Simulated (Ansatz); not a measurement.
LiNbO3 (model structure, started from the LiNbO3 type, R3c, No. 161, 10 atoms in the cell), treated with r²SCAN (Ansatz, an electronic-structure program, PAW).

Run with plane-wave cutoff 560 eV, 8×8×8 k mesh, Fermi–Dirac smearing 0.01 eV, no spin polarisation, scalar-relativistic PAW data made under PBE.

Cell (relaxed at this level):

```xyz
10
Lattice="2.5685 1.4829 4.6288 -2.5685 1.4829 4.6288 0.0000 -2.9658 4.6288" Properties=species:S:1:pos:R:3 pbc="T T T"
Li     0.0000     0.0000     4.1369
Li     0.0000     0.0000    11.0802
Nb     0.0000     0.0000     0.2210
Nb     0.0000     0.0000     7.1643
O      1.5713     0.1532     5.7234
O     -0.9183     1.2842     5.7234
O     -0.6530    -1.4374     5.7234
O      0.6530     1.5284     8.0378
O     -1.6501    -0.1987     8.0378
O      0.9972    -1.3297     8.0378
```

**Question.** Predict the band gap and smallest direct gap on the k points sampled.

**Answer.** 
- band gap = 4.01 eV
- smallest direct gap on the k points sampled = 4.09 eV

Spin–orbit coupling is not included.

The computed numbers hold no vibrational or temperature effects.

Cost on a shared machine: around 80 core-seconds (rough).

A model structure was made by putting elements into a prototype or built by hand; here it ended with the formula and space group of a phase in our tables.
